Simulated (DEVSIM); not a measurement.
Structure: Mo/SiO2/p-Ge capacitor, at 300 K.

```tsv
layer (left to right)	material	thickness (nm)	Na (cm⁻³)
1	SiO2	27.0	-
2	Ge	17000	1.2e15
```

Metal gate on the left, work function 4.6 eV. Fixed charge at the semiconductor interface 0 cm⁻² (in units of +e); no interface traps.

The device is made up for the run: typed textbook-type constants, with dimensions and the other settings drawn at random. Values at 300 K.

| parameter | SiO2 | Ge |
|---|---|---|
| gap (eV) | 9 | 0.664 |
| affinity (eV) | 0.9 | 4 |
| permittivity | 3.9 | 16 |
| Nc (cm⁻³) | - | 1.04e19 |
| Nv (cm⁻³) | - | 6e18 |

DEVSIM, 1D Poisson equation in equilibrium, Boltzmann statistics, complete ionisation; no quantum confinement or tunnelling. Metal contacts follow the ideal Schottky-Mott rule: no Fermi-level pinning, no interface dipoles.

The SiO2 thickness was swept, all else fixed.

| SiO2 thickness (μm) | capacitance of the dielectric stack (μF/cm²) | threshold voltage (band bending 2φF) (V) | minimum of the low-frequency capacitance (μF/cm²) |
|---|---|---|---|
| 0.011 | 0.314 | 0.40 | 0.0326 |
| 0.015 | 0.230 | 0.41 | 0.0311 |
| 0.019 | 0.182 | 0.42 | 0.0300 |
| 0.023 | 0.150 | 0.44 | 0.0293 |
| 0.027 | 0.128 | 0.45 | 0.0287 |
| 0.032 | 0.108 | 0.46 | 0.0271 |

From the first row to the last the capacitance of the dielectric stack goes from 0.314 to 0.108. From the first row to the last the threshold voltage (band bending 2φF) goes from 0.40 to 0.46.
